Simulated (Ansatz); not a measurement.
An input for Ansatz (LDA) and the part of its output that reports the quasi-harmonic study. Lengths are of the primitive cell. Dynamical quadrupoles are not included in the interpolation of the phonons between the solved wave vectors. The pressure is 15 GPa. The structure is held there; whether it is the stable one at that pressure was not tested.

Ansatz 0.2 input:
```yaml
crystal:
  lattice:
    - [0.0, 2.5847518321, 2.5847518321]
    - [2.5847518321, 0.0, 2.5847518321]
    - [2.5847518321, 2.5847518321, 0.0]
  atoms:
    - { symbol: P, position: [0.25, 0.25, 0.25] }
    - { symbol: Ga, position: [0.0, 0.0, 0.0] }
kpoints:
  mp_grid: { grid: [10, 10, 10] }
hamiltonian:
  xc: lda
  pseudopotentials: { kind: paw }
scf:
  occupations: { method: fixed }
phonons:
  method: dfpt
  qmesh: [5, 5, 5]
  temperatures: { t_max: 1000, t_step: 25 }
  thermal_expansion: { pressure: 15 }
checkpoint:
  write: run
```

```
--- Thermal expansion: 10 cells in 3 rounds, 15 GPa ---
  no lower state was reached at cell 4
  without vibrations: a 3.65511, b 3.65511, c 3.65511 Å, V 34.5291 Å³, B 151.44 GPa
  at 0 K: a 3.65891, b 3.65891, c 3.65891 Å, V 34.6369 Å³, B 149.97 GPa
  zero-point expansion: a +0.104, b +0.104, c +0.104, V +0.312 %
      T/K        a/Å        b/Å        c/Å       V/Å³ | expansion of a, b, c, V (1e-6/K)   | that of V in the mean from 25 °C | C_P, C_V (J/mol K of the cell) | B_T, B_S (GPa)
     0.00    3.65891    3.65891    3.65891    34.6369 |    0.00    0.00    0.00    0.00 |   -1.20 |     0.000     0.000 |   149.97   149.97
   100.00    3.65853    3.65853    3.65853    34.6263 |   -1.40   -1.40   -1.40   -4.21 |   -0.27 |    19.893    19.888 |   149.42   149.46
   200.00    3.65829    3.65829    3.65829    34.6193 |    0.03    0.03    0.03    0.09 |    1.52 |    34.524    34.524 |   148.25   148.25
   298.15    3.65847    3.65847    3.65847    34.6245 |    0.88    0.88    0.88    2.64 |       - |    41.482    41.476 |   146.91   146.93
   375.00    3.65877    3.65877    3.65877    34.6330 |    1.24    1.24    1.24    3.71 |    3.22 |    44.229    44.214 |   145.83   145.88
   475.00    3.65928    3.65928    3.65928    34.6475 |    1.52    1.52    1.52    4.55 |    3.76 |    46.224    46.194 |   144.42   144.51
   575.00    3.65987    3.65987    3.65987    34.6642 |    1.69    1.69    1.69    5.07 |    4.15 |    47.353    47.309 |   143.00   143.13
   675.00    3.66051    3.66051    3.66051    34.6824 |    1.81    1.81    1.81    5.43 |    4.44 |    48.050    47.991 |   141.59   141.77
   775.00    3.66119    3.66119    3.66119    34.7018 |    1.90    1.90    1.90    5.71 |    4.68 |    48.511    48.437 |   140.19   140.40
   875.00    3.66190    3.66190    3.66190    34.7220 |    1.98    1.98    1.98    5.94 |    4.88 |    48.833    48.744 |   138.80   139.05
   975.00    3.66264    3.66264    3.66264    34.7430 |    2.05    2.05    2.05    6.14 |    5.06 |    49.069    48.963 |   137.42   137.71
  1000.00    3.66283    3.66283    3.66283    34.7483 |    2.06    2.06    2.06    6.18 |    5.10 |    49.118    49.008 |   137.08   137.38
  the static fit leaves 0.001 meV an atom of the energies and, of the stresses, 0.000 GPa of each cell's largest along a strain (root mean squares over the cells), whose Pulay part it has at -0.015 GPa
  vibrations' free energy: its fit passes through its cells
  the electrons' free energy at temperature is not in it: every band gap is over 1.03 eV
  free energies summed between the sampled wave vectors
  estimated error of the fitted expansion in any direction: up to 0.011e-6/K, at 1000 K, with few degrees of freedom (an estimate, not a bound: it was exceeded on models of known expansion)
  by sums over the sampled wave vectors an expansion of the volume parts by up to 0.76e-6/K
  by a static energy of one degree less an expansion of the volume parts by up to 0.00e-6/K
  band gaps on the cells' k-points are 1.061 to 1.216 eV
```

Warnings of the run: phonon_interpolation_lacks_quadrupole_term, thermal_expansion_settings.

Cost: roughly 50 core-minutes.

No phase change or melting is allowed for: the numbers belong to this structure as given.

The PAW data sets were generated under PBE and serve the other functionals too.

Ansatz is a quantum-chemistry and plane-wave program.
